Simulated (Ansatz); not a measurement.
**Mo, response to strain**

Take Mo in the bcc (W type) structure (space group Im-3m, No. 229; a = 3.161 Å; relaxed with 0.1 eV smearing) as the base.

Strains are applied to the cell and any free atomic positions relax.

The values are results of PBE, PAW, 420 eV (Ansatz, an electronic-structure program; no spin-orbit coupling), not measurements.

Notes on the quantities. energy relative to the base: free energy F.

```csv
change,pressure,energy relative to the base,shortest interatomic distance
base,0.0 GPa,0 meV/atom,2.738 Å
isotropic strain −2.50 %,23.1 GPa,+78 meV/atom,2.669 Å
isotropic strain −2.00 %,17.8 GPa,+49 meV/atom,2.683 Å
isotropic strain −1.00 %,8.3 GPa,+12 meV/atom,2.710 Å
isotropic strain +0.50 %,-3.8 GPa,+2.8 meV/atom,2.751 Å
isotropic strain +1.00 %,-7.3 GPa,+11 meV/atom,2.765 Å
isotropic strain +1.50 %,-10.5 GPa,+25 meV/atom,2.779 Å
isotropic strain +2.00 %,-13.6 GPa,+43 meV/atom,2.792 Å
isotropic strain +2.50 %,-16.4 GPa,+66 meV/atom,2.806 Å
isotropic strain +3.00 %,-19.0 GPa,+94 meV/atom,2.820 Å
```

Whether these cells are dynamically stable was not tested. All final runs are without spin polarisation.
